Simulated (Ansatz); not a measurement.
F on the 1x1 (0001) surface of hcp Co, ferromagnetic, one in a 2x1 cell, energies for each (10.8 Å²). Energies are against ½ F2(g), without zero-point or thermal terms; each row is named by its start.

Computed with PBE (plane waves to 420 eV, PAW; Ansatz, an electronic-structure program).

### Question
Which site binds most strongly?
(A) hollow Co-Co-Co
(B) hollow Co-Co-Co over Co at depth 2.0 Å

### Answer
B, hollow Co-Co-Co over Co at depth 2.0 Å. Adsorption energies: hollow Co-Co-Co over Co at depth 2.0 Å -2.95 eV; hollow Co-Co-Co -2.87 eV.
